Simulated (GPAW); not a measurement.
## Convergence study of the k-point mesh at a smearing width of 0.05 eV for Ag (Fm-3m, 1 atom in the cell)

```
CELL_PARAMETERS angstrom
      0.00000     2.05523     2.05523
      2.05523     0.00000     2.05523
      2.05523     2.05523     0.00000
ATOMIC_POSITIONS crystal
  Ag 0.00000 0.00000 0.00000
```

Method of the run: PBE, GPAW PAW datasets PBE (gpaw-data 1.0.1) (plane waves; GPAW 25.7.0).

Base settings: mode = pw; ecut = 600 eV; xc = PBE; kpts = 10 10 10; mesh shift (steps) = 0 0 0; occupations.name = fermi-dirac; occupations.width = 0.1 eV; nbands = -9; convergence.forces = 0.001 eV/Å; symmetry.symmorphic = false.

In this ladder: occupations.width = 0.05 eV.

The second cell is the first with its lattice scaled by 0.98.

Only quantities that move along the ladder and can be compared are tabulated.

The count of work is k-points × plane waves × bands × iterations; it is no time. Core times come from one kind of shared machine, to one figure; runs under 30 s give none.

The starting cell has typed, rounded lattice constants, without a prior relaxation at this level. Its lattice was rescaled by up to half a per cent.

Steps (kpts): 5 5 5; 6 6 6; 7 7 7; 9 9 9; 10 10 10; 12 12 12; 15 15 15; 18 18 18; 22 22 22; 27 27 27.

Problem. What is the coarsest kpts that holds the pressure within 0.5 GPa of the last step, with all finer ones?

Solution. 7 7 7, at 0.036 of the last step's count of work; the step before is off by 0.74 GPa.

Problem. What is the coarsest kpts that holds the free energy within 5 meV/atom?

Solution. Not settled: the last two steps still differ by 2.6 meV/atom, over half the tolerance, so the ladder does not show it.

Problem. What is the coarsest kpts that holds the energy of the compressed cell less the first within 0.2 meV/atom of the last step, with all finer ones?

Solution. 18 18 18, at 0.32 of the last step's count of work; the step before is off by 0.77 meV/atom.

| kpts | free energy less the last step's (meV/atom) | energy of the compressed cell less the first (meV/atom) | pressure (GPa) | count of work / last | core time / last (rough) |
|---|---|---|---|---|---|
| 5 5 5 | -120.13 | 33.53 | 1.72 | 0.016 | – |
| 6 6 6 | 65.63 | 44.57 | 3.36 | 0.026 | – |
| 7 7 7 | -50.44 | 36.88 | 2.21 | 0.036 | – |
| 9 9 9 | -18.66 | 38.19 | 2.41 | 0.062 | – |
| 10 10 10 | 12.87 | 41.26 | 2.89 | 0.084 | – |
| 12 12 12 | 4.16 | 40.08 | 2.77 | 0.12 | – |
| 15 15 15 | 2.53 | 38.60 | 2.51 | 0.21 | – |
| 18 18 18 | -3.03 | 39.53 | 2.61 | 0.32 | 0.5 |
| 22 22 22 | -2.59 | 39.36 | 2.61 | 0.59 | 0.5 |
| 27 27 27 | 0.00 | 39.38 | 2.62 | 1.0 | 1 |
